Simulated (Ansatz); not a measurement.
The parent structure is MoSe2 in the 2H-MoS2 type structure (space group P6_3/mmc, No. 194; a = 3.228 Å, c = 12.346 Å; layered, stacked along the Cartesian z axis).

Level of theory: PBEsol-D3(BJ)/PAW in Ansatz (an electronic-structure program), no spin-orbit coupling, earlier PAW set.

The change: S takes the place of Se on all its sites; the structure is relaxed again.

Measured band gap: MoSe2 1.09 eV (room temperature; as listed in Carlos M. O. Bastos et al., Physical Review Materials (2019)); MoS2 1.23 eV (room temperature; as listed in Carlos M. O. Bastos et al., Physical Review Materials (2019)).

Measured lattice parameter a: MoSe2 3.289 Å (room temperature; as listed in arXiv:1605.07067); MoS2 3.16 Å (room temperature; as listed in arXiv:1605.07067).

### Question
How well does PBEsol-D3(BJ) reproduce the measured shift?

### Answer
With PBEsol-D3(BJ) the band gap moves by -0.01 eV (0.54 → 0.52) against +0.14 eV measured; the lattice parameter a moves by -0.119 Å (3.228 → 3.109) against -0.129 Å measured.

Stability against distortions was not tested.
